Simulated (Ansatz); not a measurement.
Effect of isotropic strain +3.50 % on TiAl3

Base system: TiAl$_{3}$ (space group I4/mmm, No. 139; a = 3.826 Å, c = 8.554 Å; relaxed with 0.1 eV smearing).

Modification: every lattice vector is stretched by 3.50 %, atoms relaxed at fixed cell.

All numbers come from r2SCAN in Ansatz (plane waves to 500 eV, PAW, without spin-orbit coupling). k-mesh 21×21×21 (Γ-centred); smearing 0.1 eV (Fermi–Dirac).

```json
[
 {"quantity": "volume per atom", "base": "15.65 Å³", "changed": "17.36 Å³", "shift": "+1.702 Å³"},
 {"quantity": "space group", "base": "I4/mmm (No. 139)", "changed": "I4/mmm (No. 139)", "shift": "–"},
 {"quantity": "shortest interatomic distance", "base": "2.706 Å", "changed": "2.800 Å", "shift": "+0.0947 Å"},
 {"quantity": "energy relative to the base (free energy F)", "base": "0 meV/atom", "changed": "+56 meV/atom", "shift": "+56 meV/atom"},
 {"quantity": "pressure (mean of the normal stresses, compression positive)", "base": "0.0 GPa", "changed": "-9.6 GPa", "shift": "-9.6 GPa"},
 {"quantity": "band gap", "base": "zero", "changed": "zero", "shift": "–"}
]
```

Final structure:

```xyz
4
Lattice="-1.9801 1.9801 4.4268 1.9801 -1.9801 4.4268 1.9801 1.9801 -4.4268" Properties=species:S:1:pos:R:3 pbc="T T T"
Al     0.0000     0.0000     4.4268
Al     0.0000     1.9801     2.2134
Al     1.9801     0.0000     2.2134
Ti     0.0000     0.0000     0.0000
```

No phonon test of stability was made. The final runs are not spin-polarised.

Ansatz is a quantum-chemistry and plane-wave program.
